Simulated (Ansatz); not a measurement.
The starting structures come from a database of crystals and need not be the phases stable at ambient conditions.

By PBEsol, the system below comes out a metal.

Without scattering a metal conducts by its projected Fermi surface.

Data:

```xyz
6
Lattice="4.5366 0.0000 0.0000 -2.2683 3.9288 0.0000 0.0000 0.0000 3.5303" Properties=species:S:1:pos:R:3 pbc="T T T"
Sc     0.0000     0.0000     0.0000
Be     0.0000     2.6192     0.0000
Be     2.2683     1.3096     0.0000
Be    -1.1341     1.9644     1.7652
Be     2.2683     0.0000     1.7652
Be     1.1341     1.9644     1.7652
```

Space group of this cell: P6/mmm. The cell is taken as given; by PBEsol its mean pressure is -2.7 GPa.

The current flows along the normal of the first two printed cell vectors, the (001) plane of the conventional cell. No spin-orbit coupling; the value is a mean over 0.1 eV about the Fermi level.

Question: State the ballistic conductance per area according to PBEsol (Ansatz, a program for electronic structure).

Answer: 0.58 × 10¹⁵ S/m² for both spins.
